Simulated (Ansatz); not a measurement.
SiH3 on the 1x1 (111) surface of fcc Al, one in a 2x2 cell, energies for each (28.3 Å²). Energies are against SiH4(g) − ½ H2(g), without zero-point or thermal terms; each row is named by its start.

All values below come from PBE (plane waves to 420 eV, PAW; Ansatz, an electronic-structure program).

Slab: 20 atoms, 7.0 Å thick at the start under the adsorbate (thin: gaps and levels are the slab's own); k 6x6x1, smearing 0.1 eV, dipole-corrected; 8 atoms held, the rest relaxed; each run with such symmetry as its start has; spin-polarised, no spin-orbit, no U, no dispersion correction.

A negative adsorption energy means that the adsorbate is more stable on the surface than in its reference. Starts that drift may end in the same place. Heights count from the host atoms within 0.3 Å of the top one.

```json
[
 {"starting site": "top Al", "E_ads (eV)": "0.02", "height (Å)": "2.50", "nearest host atom (Å)": "Al 2.50", "bonded to": "Al", "Δ work function (eV)": "0.84", "lateral drift (Å)": "0.0", "moment (μB)": "0.0"},
 {"starting site": "hollow Al-Al-Al over Al at depth 2.3 Å", "E_ads (eV)": "0.31", "height (Å)": "2.36", "nearest host atom (Å)": "Al 2.85", "bonded to": "3 Al", "Δ work function (eV)": "0.42", "lateral drift (Å)": "0.0", "moment (μB)": "0.0"},
 {"starting site": "hollow Al-Al-Al over Al at depth 4.6 Å", "E_ads (eV)": "0.32", "height (Å)": "2.32", "nearest host atom (Å)": "Al 2.85", "bonded to": "3 Al", "Δ work function (eV)": "0.29", "lateral drift (Å)": "0.0", "moment (μB)": "0.0"},
 {"starting site": "bridge Al-Al (span 2.9 Å)", "E_ads (eV)": "0.02", "height (Å)": "2.50", "nearest host atom (Å)": "Al 2.50", "bonded to": "Al", "Δ work function (eV)": "0.84", "lateral drift (Å)": "1.4", "moment (μB)": "0.0"}
]
```
